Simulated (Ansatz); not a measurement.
# Step by step: formation energy of the neutral Bi_As in GaAs (zinc blende, F-43m)

Subject: the formation energy of the neutral Bi_As in GaAs (zinc blende, F-43m). Reaction: Bi (R-3m) + 32 GaAs (zinc blende) → cell A + As (R-3m).

A: a supercell of 64 sites of GaAs (zinc blende, F-43m) with Bi on an As site (4 Ga at 2.64 Å); spin state with PBE: run without spin.

Ansatz (a quantum-chemistry and plane-wave program) with PAW potentials; structures come from PBE+D3(BJ) relaxations, nuclei static, no net charge. Ansatz runs with its default PAW set. Other levels take these structures. The lattices are those relaxed with PBE+D3(BJ), so at other levels the solids can be strained. Larger cells are relaxed from a start prepared with the learned potential CHGNet till forces fall under 0.03 eV/Å, which some starts already meet. The PAW files were made for PBE and serve at the other functionals too. Space groups of crystals are read within 0.01 Å. Spin-orbit coupling is left out. Mesh and cell size may move defect energies by 0.1 eV or more. The value holds for the reservoirs listed; other chemical potentials shift it. Cell A has symmetry P-43m within 0.02 Å and got no random move, so less symmetric positions, which may lie lower, weren't tried.

Total energies of the cells in eV, at zero smearing width. They compare only within one column; the weights balance every element.

```csv
cell,atoms,weight,r2SCAN+D4
A: GaAs:Bi_As,64,+1,-284538.40659
As (R-3m),2,+1/2,-9729.42209
Bi (R-3m),2,−1/2,-24822.39854
GaAs (zinc blende),64,−1,-276993.19688
```

r2SCAN+D4: (-284538.40659) + 1/2 × (-9729.42209) − 1/2 × (-24822.39854) − (-276993.19688) = 1.279 eV.

What follows from the r2SCAN+D4 value: The value above is the As-rich limit, with As (R-3m) as reservoir. The host forms with -0.45 eV/atom at this level, so before it gives way to its other element Δμ(As) can go down to -0.45 × 2 = -0.90 eV (other compounds may narrow the range). The defect releases 1 As, so the As-poor limit is 1.28 + 1 × (-0.90) = 0.38 eV.

With the reservoirs of the reaction as written, and without entropy terms or charged states, the share of sites that hold the defect in equilibrium is exp(−1.28 eV/k_BT) = 3.5×10^-7 at 1000 K.
